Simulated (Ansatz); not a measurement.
## Zr (P6_3/mmc): band-structure transport figures

Data:

```
Zr
1.0
    3.14863     0.00000     0.00000
   -1.57432     2.72679     0.00000
    0.00000     0.00000     5.16094
Zr
2
Direct
  0.33333   0.66667   0.25000
  0.66667   0.33333   0.75000
```

All values below come from PBEsol, rigid bands (plane waves, PAW, scalar-relativistic; Ansatz, a program for electronic structure). Condition of this run: biaxial stress xx = yy = 2 GPa (compression positive) (the target of the relaxation). Geometry: cell and atoms relaxed with PBEsol, then loaded as said.

* **density of states at the Fermi level**: 2.10 states/(eV·cell), both spins
* **bare Sommerfeld coefficient**: 2.5 mJ/(mol of atoms·K²)
* **Drude plasma energy**: 4.0 (x), 4.0 (y), 4.6 (z) eV
* **root-mean-square Fermi velocity**: 3.8e5 m/s
* **resistivity times τ**: 31 (x), 31 (y), 23 (z) ×10⁻²² Ω·m·s

A metal at this level (no band gap); rigid bands, thermally averaged at 300 K, both spins. Spin-orbit coupling is left out. τ is one relaxation time for all states.
